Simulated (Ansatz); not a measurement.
ZnS: thickness series

Start from ZnS in the zinc blende structure (space group F-43m, No. 216).

```yaml
crystal:
  lattice:
    - [0.00000, 2.69520, 2.69520]
    - [2.69520, 0.00000, 2.69520]
    - [2.69520, 2.69520, 0.00000]
  atoms:
    - { symbol: S, position: [0.75000, 0.75000, 0.75000] }
    - { symbol: Zn, position: [0.00000, 0.00000, 0.00000] }
```

Cartesian axes are those of the cell as printed.

Free-standing slabs (2 atom(s) a layer) normal to [110] with 15 Å of vacuum; in-plane cell held at bulk.

Calculations: plane-wave PAW DFT at the r2SCAN level (Ansatz, an electronic-structure program, 500 eV), scalar-relativistic without spin-orbit coupling, earlier PAW set.

Notes on the quantities. excess energy per area of both faces: slab less bulk energy over the cell's area: twice a surface energy.

```json
[
 {"variant": "base", "gap character": "–", "shortest interatomic distance": "2.334 Å", "excess energy per area of both faces": "–", "thickness between the outermost nuclei": "–"},
 {"variant": "1 layer", "gap character": "indirect, U → Γ", "shortest interatomic distance": "2.098 Å", "excess energy per area of both faces": "–", "thickness between the outermost nuclei": "–"},
 {"variant": "2 layers", "gap character": "direct at Γ", "shortest interatomic distance": "2.243 Å", "excess energy per area of both faces": "0.88 J/m²", "thickness between the outermost nuclei": "2.17 Å"},
 {"variant": "3 layers", "gap character": "indirect, Γ → X", "shortest interatomic distance": "2.250 Å", "excess energy per area of both faces": "1.17 J/m²", "thickness between the outermost nuclei": "4.03 Å"},
 {"variant": "4 layers", "gap character": "direct at Γ", "shortest interatomic distance": "2.255 Å", "excess energy per area of both faces": "1.08 J/m²", "thickness between the outermost nuclei": "6.00 Å"},
 {"variant": "5 layers", "gap character": "direct at Γ", "shortest interatomic distance": "2.249 Å", "excess energy per area of both faces": "1.10 J/m²", "thickness between the outermost nuclei": "7.86 Å"},
 {"variant": "6 layers", "gap character": "direct at Γ", "shortest interatomic distance": "2.252 Å", "excess energy per area of both faces": "1.10 J/m²", "thickness between the outermost nuclei": "9.79 Å"},
 {"variant": "7 layers", "gap character": "direct at Γ", "shortest interatomic distance": "2.251 Å", "excess energy per area of both faces": "1.10 J/m²", "thickness between the outermost nuclei": "11.69 Å"}
]
```

Slab and bulk use different k-meshes, which limits the precision of the excess energy. Whether these cells are dynamically stable was not tested. k-point labels follow each cell's own Brillouin zone.
